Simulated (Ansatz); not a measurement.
Structures of equal composition on the (110) surface of bcc Ta: a layer of Ru in place of the second plane; a layer of Ru in place of the third plane. The slabs share one bottom face, and each structure is named by its start. These are constructed structures in small cells; real faces may alloy, dewet or reconstruct in larger ones, and not all known structures of the face are among them. Slabs of about 11 Å with all that they carry, Fermi-Dirac smearing of 0.1 eV. Bottom of the slabs: a bare face, its two planes held. Relaxed from the named starts with such symmetry as they have, on meshes of like density; energies extrapolated to zero smearing; no spin-orbit coupling, no U. Spin-polarised runs, if any, are marked in brackets, and their order is one that fits the cell; the others ran without spin.

Level of theory: PBE (plane waves to 420 eV, PAW; Ansatz, an electronic-structure program).

Problem. Order them by energy per 1x1 cell (lowest first) at the level PBE.

Solution. a layer of Ru in place of the third plane (0.000 eV), a layer of Ru in place of the second plane (0.205 eV)
